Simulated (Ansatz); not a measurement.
This Ansatz (a first-principles code) input is the reference run, Mg$_{2}$Ge in the anti-fluorite structure (space group Fm-3m, No. 225), computed with Ansatz, PBEsol, PAW, cutoff 420 eV, spin-orbit coupling left out:

Ansatz 0.2 input:
```yaml
crystal:
  lattice:
    - [0, 3.182216004, 3.182216004]
    - [3.182216004, 0, 3.182216004]
    - [3.182216004, 3.182216004, 0]
  atoms:
    - { symbol: Ge, position: [0, 0, 0] }
    - { symbol: Mg, position: [0.25, 0.25, 0.25] }
    - { symbol: Mg, position: [0.75, 0.75, 0.75] }
basis: { ecutwfc: 420, ecutrho_ratio: 4, xc_grid: 2, fft_grid_basis: typed }
kpoints: { mp_grid: { grid: [13, 13, 13] } }
hamiltonian:
  xc: pbesol
  dispersion: none
  pseudopotentials: { kind: paw }
scf: { occupations: { method: fermi_dirac, width: 0.05 }, convergence: { dr2_threshold: 0.0000000003 } }
output: { forces: true, stress: true }
```

Problem. Write the input for this change: the cell is scaled by 0.9858 in all directions; the atoms relax in the strained cell.

Solution. 
Ansatz 0.2 input:
```yaml
crystal:
  lattice:
    - [0, 3.1370285367, 3.1370285367]
    - [3.1370285367, 0, 3.1370285367]
    - [3.1370285367, 3.1370285367, 0]
  atoms:
    - { symbol: Ge, position: [0, 0, 0] }
    - { symbol: Mg, position: [0.25, 0.25, 0.25] }
    - { symbol: Mg, position: [0.75, 0.75, 0.75] }
basis: { ecutwfc: 420, ecutrho_ratio: 4, xc_grid: 2, fft_grid_basis: typed }
kpoints: { mp_grid: { grid: [13, 13, 13] } }
hamiltonian:
  xc: pbesol
  dispersion: none
  pseudopotentials: { kind: paw }
scf: { occupations: { method: fermi_dirac, width: 0.05 }, convergence: { dr2_threshold: 0.0000000003 } }
relax: { f_tol: 0.005, max_steps: 50 }
output: { forces: true, stress: true }
checkpoint: { write: state.ck, write_every: 1000 }
```
This is the input that was run.

Whether these cells are dynamically stable was not tested. The final runs are not spin-polarised.
